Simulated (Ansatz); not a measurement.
## Point defect Sn on the Si site (Sn_Si) in silicon

The numbers are results of PBE, PAW (plane waves to 420 eV; Ansatz, a first-principles code), not measurements. Set-up: 64-site cell; 2×2×2 shifted k-points; start: the Si site; no spin–orbit coupling; not converged in cell size.

Neighbours after relaxation, in Å: of the Sn atom: Si 2.54, Si 2.54, Si 2.54, Si 2.54.

Formation energies E_f are those of the neutral cell. Chemical conditions: host crystal and elements as references (Δμ(Si) = 0.00 eV, Δμ(Sn) = 0.00 eV; Sn taken from its element, since no compound that bounds it was computed at this level; only phases computed here count, gases as isolated molecules at 0 K). Reference phases: Si: silicon, Sn: beta tin.

```
charge         moment (μB)  point group  largest move off a lattice site (Å)  E_f, host crystal and elements as references (eV)
------  ------------------  -----------  -----------------------------------  -------------------------------------------------
0       not spin-polarised           Td                                 0.17                                               0.63
```

Point groups are those of the whole cell at tolerances of 0.03 and 0.1 Å ("near" where only the looser one holds); none is given for unsettled states.

All states together cost around 10 core-minutes (rough).
